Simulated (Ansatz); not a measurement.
A working Ansatz (an electronic-structure program) input for Mg6TiSi (Amm2, 8 atoms in the cell) (DFT, PBEsol, plane waves, default PAW files made with PBE):

Ansatz 0.2 input:
```yaml
# Mg6TiSi
crystal:
  lattice:
    - [5.012600, 0.000000, 0.000000]
    - [0.000000, 2.927135, 5.470370]
    - [0.000000, -2.927135, 5.470370]
  atoms:
    - { symbol: Mg, position_ang: [2.506300, 1.458474, 4.607583] }
    - { symbol: Mg, position_ang: [2.506300, -1.458474, 4.607583] }
    - { symbol: Mg, position_ang: [0.000000, 1.484467, 6.366088] }
    - { symbol: Mg, position_ang: [0.000000, -1.484467, 6.366088] }
    - { symbol: Mg, position_ang: [0.000000, -0.000000, 3.585280] }
    - { symbol: Mg, position_ang: [0.000000, -0.000000, 9.027314] }
    - { symbol: Ti, position_ang: [2.506300, -0.000000, 1.897781], spin: 1.0 }
    - { symbol: Si, position_ang: [2.506300, -0.000000, 7.305132] }
basis:
  ecutwfc: 420.0 eV
kpoints:
  mp_grid: { grid: [4, 4, 4] }
hamiltonian:
  xc: pbesol
  pseudopotentials: { kind: paw }
magnetization:
  spin_polarized: true
scf:
  occupations: { method: cold, width: 0.272 eV }
output:
  forces: true
  eigenvalues: true
  stress: true
```

The run converged in 19 iterations: free energy E − TS (on the zero of these files) -14567.0950 eV; Fermi level (on the code's own zero) 7.24 eV; pressure -1.24 GPa; largest force (vector length) 0.081 eV/Å; size of the cell's spin moment 0.82 μB. Each of these slips is then made, one at a time:

(1)
```diff
-  occupations: { method: cold, width: 0.272 eV }
+  occupations: { method: cold, width: 2.0 eV }
```

(2)
```diff
-  mp_grid: { grid: [4, 4, 4] }
+  mp_grid: { grid: [1, 1, 1] }
```

**Question.** What happens in each case?

**Answer.** 
(1) A smearing width that is far too large. The run converged in 17 iterations without an error; against the sound input the free energy goes down by 86.8 meV/atom, the pressure goes from -1.24 to -0.03 GPa, the largest force goes from 0.081 to 0.146 eV/Å and the size of the net moment goes from 0.10 to 0.00 μB/atom.

(2) A single k-point for a small metallic cell. The run converged in 20 iterations without an error; against the sound input the free energy goes up by 41.6 meV/atom, the pressure goes from -1.24 to 0.26 GPa, the largest force goes from 0.081 to 0.364 eV/Å and the size of the net moment goes from 0.10 to 0.25 μB/atom.

The starting cell comes from a database of computed structures (which also holds hypothetical and non-ambient phases and stackings), without a prior relaxation at this level. With one magnetic atom in the cell only a parallel order is possible. Ansatz's pressure includes its estimate of the finite-basis (Pulay) stress.

Left out of this page: 4 runs of the series outside the window shown, repeating another row's setting, or not comparable; 1 run of the series stopped by limits of time or memory.
